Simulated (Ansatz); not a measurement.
LiTi₂O₄ (Fd-3m), PBEsol, DFPT electron-phonon coupling, linearised Boltzmann equation (Ansatz, a quantum-chemistry and plane-wave program): phonon-limited resistivity 120 μΩ·cm at 300 K, current-weighted mean free path 1.70 nm, Drude plasma energy 2.59 eV.

**Question.** What is the classical skin depth at 1 GHz (nonmagnetic, μ₀ = 1.257×10⁻⁶ H/m)?

**Answer.** δ = √(ρ/(π f μ₀)) = 17400 nm.

**Question.** Estimate the resistivity of a 80 nm square wire with diffuse walls from ρ ≈ ρ₀(1 + 3ℓ/4d).

**Answer.** 1 + 0.75 × 1.70/80 = 1.02, so ρ ≈ 122 μΩ·cm and a line 1 μm long has 190 Ω. The formula is the free-electron limit for d well above ℓ; grain boundaries add to it.

**Question.** What Drude relaxation time do resistivity and plasma energy imply?

**Answer.** ω_p = 3.93e15 s⁻¹, so τ = 1/(ε₀ ω_p² ρ) = 6.08 fs, a damping ħ/τ of 108 meV.

A metal at this level (no band gap). Only scattering by harmonic phonons is included (no impurities, grain boundaries, electron-electron scattering or thermal expansion). Spin-orbit coupling is left out. Values near or above 100 μΩ·cm, or paths under about 2 nm, lie near resistivity saturation, where the Boltzmann equation overshoots. Halving the electron mesh (20x20x20) moves the resistivity by up to 1 % at 300 K, the mean free path by up to 1 %. Smearing 0.20 eV; phonons on a 3x3x3 q mesh, which this run doesn't test.

Formula and space group known from diffraction (Crystallography Open Database), not checked to be the room-temperature form: LiTi2O4 (Fd-3m).
